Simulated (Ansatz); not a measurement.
**Bulk modulus of InP (model structure, within 0.1 Å of P6₄22, No. 181, 6 atoms in the cell) at several levels of theory**

No measured value is used here.

| level (code) | value (GPa) | cell (Å³/atom) |
|---|---|---|
| LDA (Ansatz) | ? | 22.10 |
| PBEsol (Ansatz) | 73.3 | 22.67 |
| r²SCAN (Ansatz) | 74.0 | 23.12 |

Problem. Complete the blanks.

Solution. 
- LDA (Ansatz, a quantum-chemistry and plane-wave program), value (GPa): 78.0

LDA, PBEsol, r²SCAN: the bulk modulus is −V dP/dV from two relaxed cells at ±2 % in volume. Each level is taken at its own relaxed cell. Cutoffs differ between the levels. Ansatz's density-functional and Hartree–Fock values are scalar-relativistic unless marked +SOC, with PAW data made under PBE.

A model structure was made by putting elements into a prototype or built by hand; it is no filed structure, need not be a known phase, and can be a saddle point held by its symmetry.
